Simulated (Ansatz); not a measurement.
Consider GaP in the zinc blende structure (space group F-43m, No. 216; a = 5.506 Å).

Method: PBE, PAW, 420 eV (Ansatz, an electronic-structure program; no spin-orbit coupling).

For the base:

```
Property                             Value
-----------------------------  -----------
Gap character                  direct at Γ
Shortest interatomic distance      2.384 Å
```

It is then changed as follows: hydrostatic tension (pressure −2 GPa).

What happens to the gap character, mean gap deformation potential ΔEg/Δln V and shortest interatomic distance?

The gap character remains direct at Γ; the mean gap deformation potential ΔEg/Δln V amounts to -8.1 eV; the shortest interatomic distance goes up by 0.022 Å to 2.406 Å.

Load acts through the strain it causes; cell and atoms are relaxed under it. Stability against distortions was not tested. The real GaP has an indirect gap at ambient pressure; PBE orders its close-lying valleys differently.
